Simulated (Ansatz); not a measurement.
Results of PBE0 (plane waves, PAW; Ansatz, an electronic-structure program) for InAlN2 (model structure, started from the ScAlN2 type, P3m1, No. 156, 4 atoms in the cell).

Settings: plane-wave cutoff 460 eV, 9×9×6 k mesh (along the axes of the cell as run), Fermi–Dirac smearing 0.01 eV, scalar-relativistic PAW data made under PBE.

Cell (relaxed with PBEsol):

```cif
data_AlInN2
_chemical_formula_sum 'In1 N2 Al1'
_space_group_name_H-M_alt 'P 1'
_space_group_IT_number 1
_cell_length_a 3.30645
_cell_length_b 3.30645
_cell_length_c 5.44700
_cell_angle_alpha 90.000
_cell_angle_beta 90.000
_cell_angle_gamma 120.000
loop_
_space_group_symop_operation_xyz
  'x, y, z'
loop_
_atom_site_label
_atom_site_type_symbol
_atom_site_fract_x
_atom_site_fract_y
_atom_site_fract_z
_atom_site_occupancy
In1 In 0.33333 0.66667 0.00742 1
N1 N 0.33333 0.66667 0.40677 1
Al1 Al 0.66667 0.33333 0.50660 1
N2 N 0.66667 0.33333 0.84922 1
```

Predict the band gap.


- band gap = 2.76 eV (on the SCF k mesh)

Note: the relaxation could raise the start's symmetry but not lower it, so the cell can be a saddle point; cell and atoms aren't relaxed at this level (pressure -0.9 GPa).

Spin–orbit coupling is not included.

The computed numbers hold no vibrational or temperature effects.

The result took very roughly 2.8 core-minutes.

A model structure was made by putting elements into a prototype or built by hand; it is no filed structure, need not be a known phase, and can be a saddle point held by its symmetry.
